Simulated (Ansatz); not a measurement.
```
Hf
1.0
    3.23705     0.00000     0.00000
   -1.61853     2.73500     0.00000
    0.00000     0.00000     5.00450
Hf
2
Direct
  0.66990   0.33980   0.75000
  0.33010   0.66020   0.25000
```

No spin polarisation.

Computed with Ansatz (a program for electronic structure) PBEsol, no SOC. Γ-centred 21×21×12 mesh, Fermi–Dirac width 0.1 eV.

Task: Predict the band gap and pressure.

Result: 
- Band gap: zero
- Pressure (mean of the normal stresses, compression positive): -2.6 GPa

The cells carry an imposed strain or load. Whether these cells are dynamically stable was not tested. The final runs are not spin-polarised. The cell was made from Hf in the hcp (Mg type) structure (space group P6_3/mmc, No. 194) by this change: uniaxial strain ε_xx = +2.50 %.
